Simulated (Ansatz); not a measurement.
## bcc Ta (1 1 0) on rutile SnO2 (1 0 0) (film strained to the substrate, faces as cut)

A periodic stack without vacuum, bcc Ta (1 1 0) on rutile SnO2 (1 0 0) (film strained to the substrate, faces as cut): substrate slab Sn6O12, film Ta8, surface cells [[0, -1], [1, -1]] and [[-2, -1], [-2, -2]], film strained by -2.4 and +2.8 %, faces O/O and Ta/Ta as cut (like faces can put a slab off its formula).

The start was prepared with a machine-learned potential, and the result is one local minimum, with the in-plane cell held and forces under 0.04 eV/Å; the film can end far from its bulk form.

Computed with PBE (plane waves to 420 eV, PAW; Ansatz, a first-principles code). No spin–orbit coupling; the runs are not spin-polarised. Its k-point mesh 12×7×1, Fermi–Dirac width 0.05 eV.

```
Quantity                                                                                   Result
--------------------------------------------------------------------------------  ---------------
interface area                                                                            15.6 Å²
period                                                                                    24.66 Å
gaps between the outermost planes at the two interfaces                           1.12 and 1.13 Å
Sn–Ta contacts across the interfaces within 1.22 times the sum of covalent radii   6, mean 3.32 Å
O–Ta contacts across the interfaces within 1.22 times the sum of covalent radii    6, mean 2.12 Å
```

```yaml
crystal:
  lattice:
    - [3.23830, 0.00035, -0.03371]
    - [3.23882, 4.82620, 0.11800]
    - [-1.33795, -0.83243, 24.66218]
  atoms:
    - { symbol: Sn, position: [0.80171, 0.15455, 0.17232] }
    - { symbol: Sn, position: [0.74726, 0.66084, 0.07479] }
    - { symbol: O, position: [0.75451, 0.12086, 0.01139] }
    - { symbol: O, position: [0.50308, 0.97249, 0.21144] }
    - { symbol: O, position: [0.11342, 0.32085, 0.12761] }
    - { symbol: O, position: [0.11123, 0.81810, 0.11777] }
    - { symbol: Sn, position: [0.89479, 0.15839, 0.36794] }
    - { symbol: Sn, position: [0.84730, 0.65740, 0.27009] }
    - { symbol: O, position: [0.51354, 0.47115, 0.22977] }
    - { symbol: O, position: [0.60034, 0.97280, 0.40827] }
    - { symbol: O, position: [0.18798, 0.34600, 0.32908] }
    - { symbol: O, position: [0.17814, 0.84584, 0.30896] }
    - { symbol: Sn, position: [0.98433, 0.16584, 0.56325] }
    - { symbol: Sn, position: [0.94417, 0.65749, 0.46569] }
    - { symbol: O, position: [0.60765, 0.47458, 0.42658] }
    - { symbol: O, position: [0.06521, 0.61964, 0.62736] }
    - { symbol: O, position: [0.30649, 0.32232, 0.52029] }
    - { symbol: O, position: [0.29937, 0.82458, 0.51042] }
    - { symbol: Ta, position: [0.78463, 0.42316, 0.67294] }
    - { symbol: Ta, position: [0.78528, 0.92640, 0.68041] }
    - { symbol: Ta, position: [0.33978, 0.91721, 0.77261] }
    - { symbol: Ta, position: [0.34017, 0.41635, 0.77117] }
    - { symbol: Ta, position: [0.88552, 0.41765, 0.86602] }
    - { symbol: Ta, position: [0.88744, 0.91661, 0.86746] }
    - { symbol: Ta, position: [0.42807, 0.92440, 0.96555] }
    - { symbol: Ta, position: [0.42195, 0.42695, 0.95824] }
```
